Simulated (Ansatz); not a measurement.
We consider MgSnO3 (model structure, started from the cubic perovskite type, Pm-3m, No. 221, 5 atoms in the cell), described by G0W0@PBEsol in Ansatz (plane waves, hard PAW, contour deformation).

The cell is the one relaxed with PBEsol. Conventional cell: a = 3.9859 Å, b = 3.9859 Å, c = 3.9859 Å, α = 90.00°, β = 90.00°, γ = 90.00°.

The quasiparticle gap at Γ at a fixed k mesh 2×2×2:

```tsv
response cutoff	value (eV)
250 eV, 1044 empty bands	3.289
300 eV, 1373 empty bands	3.321
400 eV, 2113 empty bands	3.354
500 eV, 2954 empty bands	3.373
```

### Question
Taking the value to converge with the response cutoff E as E^(−3/2), extrapolate from the last two rows.

### Answer
With y = y∞ + c/w and weights w = 8000 and 11180 for the last two rows, y∞ = (w2 y2 − w1 y1)/(w2 − w1) = (11180 × 3.373 − 8000 × 3.354)/3180 = 3.421 eV, which lies 0.048 beyond the last row. Successive pairs of rows give 3.423, 3.415, 3.421. The limit also hangs on the law assumed, so its last digits aren't firm.

The other settings are not extrapolated, so this is the limit in one setting alone.

At the last cutoff the smallest gap on this mesh is 2.22 eV, with an edge away from Γ.

Spin–orbit coupling is not included.

Note: filled d or f shells below the valence bands can shift G0W0 gaps through exchange with them, which wasn't tested here.

A model structure was made by putting elements into a prototype or built by hand; it is no filed structure, need not be a known phase, and can be a saddle point held by its symmetry.

Ansatz is a program for electronic structure.
